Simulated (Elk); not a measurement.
Worked example: self-consistent single point of ScPd₃ (Pm-3m, 4 atoms in the cell) in Elk.

Computed with PBEsol, all-electron FP-LAPW, Elk's shipped species files, APW+lo basis with extra local orbitals run with Elk.

```
CELL_PARAMETERS angstrom
      3.97965     0.00000     0.00000
      0.00000     3.97965     0.00000
      0.00000     0.00000     3.97965
ATOMIC_POSITIONS crystal
  Sc 0.00000 0.00000 0.00000
  Pd 0.50000 0.50000 0.00000
  Pd 0.00000 0.50000 0.50000
  Pd 0.50000 0.00000 0.50000
```

Reference input (self-consistent single point, DFT, PBEsol, all-electron FP-LAPW, Elk's shipped species files, default APW+lo basis): xctype = 22; rgkmax = 7; stype = 1; swidth = 0.00999582 Ha; ngridk = 7 7 7; rmtscf = 0.96. This run's input differs from it in these lines:

```diff
@@ -8,2 +8,5 @@
   7.0
+
+nxlo
+  2
```

Log, with long lists cut:

```
│ Self-consistent loop started │
│ Loop number : 1 │
 total energy                :     -15817.1820694
│ Loop number : 2 │
 total energy                :     -15823.6984930
RMS change in Kohn-Sham potential (target) :   0.8157675432     (  0.1000000000E-05)
Absolute change in total energy (target)   :    6.516423627     (  0.1000000000E-03)
│ Loop number : 3 │
 total energy                :     -15839.1095155
RMS change in Kohn-Sham potential (target) :   0.6988404114     (  0.1000000000E-05)
Absolute change in total energy (target)   :    17.04012839     (  0.1000000000E-03)
│ Loop number : 4 │
   [... lines left out ...]
Absolute change in total energy (target)   :   0.7141271435E-03 (  0.1000000000E-03)
│ Loop number : 17 │
 total energy                :     -15897.4890051
RMS change in Kohn-Sham potential (target) :   0.5084652655E-06 (  0.1000000000E-05)
Absolute change in total energy (target)   :   0.1324881214E-03 (  0.1000000000E-03)
│ Loop number : 18 │
 total energy                :     -15897.4889915
RMS change in Kohn-Sham potential (target) :   0.1563412541E-06 (  0.1000000000E-05)
Absolute change in total energy (target)   :   0.1955155676E-04 (  0.1000000000E-03)
Convergence targets achieved

│ Loop number : 19 │

Energies :
 Fermi                       :     0.287420918731
 total energy                :     -15897.4889809

Density of states at Fermi energy :    69.86660060
 (states/Hartree/unit cell)

Estimated indirect band gap :   0.4330254425E-02
 from k-point     20 to k-point     19
Estimated direct band gap   :   0.1530588080E-01
 at k-point      6

Charges :
 core                        :    94.00000000
 valence                     :    65.00000000
 interstitial                :    5.328173521
 muffin-tins (core leakage)
  species :    1 (Sc)
   atom    1                 :    18.97794539     (  0.9151024827E-08)
  species :    2 (Pd)
   atom    1                 :    44.89796036     (  0.1046482367E-07)
   atom    2                 :    44.89796036     (  0.1046482367E-07)
   atom    3                 :    44.89796036     (  0.1046482367E-07)
 total in muffin-tins        :    153.6718265
 total calculated charge     :    159.0309782
 total charge                :    159.0000000
 error                       :   0.3097815094E-01

│ Self-consistent loop stopped │
```

The run converged in 19 iterations. The count includes the last loop, which Elk runs after its targets are met. Against the reference run the total energy falls by 7.3 meV/atom.

The starting cell comes from a database of computed structures (which also holds hypothetical and non-ambient phases and stackings), without a prior relaxation at this level. Spin polarisation is off. Values depend on the basis (sphere radii, cutoffs, local orbitals), which need not be converged. The log's line on a gap gives a spacing of levels on this mesh, which the program prints for metals too.
